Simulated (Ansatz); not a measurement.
Functionals compared on the (332) surface of fcc Rh in its 1x1 cell, outermost plane spacing 0.41 Å in the ideal cut, in Ansatz (plane waves, PAW). The structure was relaxed with PBE; the other rows are single points on it, each with its references at the same level. Cutoff 420 eV (500 eV for r2SCAN).

Slab: 26 atoms, 10.2 Å thick at the start (thin: gaps and levels are the slab's own); k 14x3x1, smearing 0.1 eV, dipole-corrected; all atoms relaxed; held to the start's symmetry, so lower structures may exist; no spin, no spin-orbit, no U. These notes are the PBE run's.

| functional | surface energy (J/m²) | work function of the top face (eV) | rough cost of the single point |
|---|---|---|---|
| PBE | 2.22 | 4.96 | – |
| LDA | 2.84 | 5.35 | very roughly 8 core-minutes |
| PBEsol | 2.64 | 5.09 | very roughly 8 core-minutes |
| RPBE | ? | ? | roughly 9 core-minutes |
| r2SCAN | 2.45 | 4.94 | around 13 core-minutes (rough) |

Some entries are withheld; supply them.


- RPBE, surface energy (J/m²): 1.96
- RPBE, work function of the top face (eV): 4.78

Ansatz is a program for electronic structure.
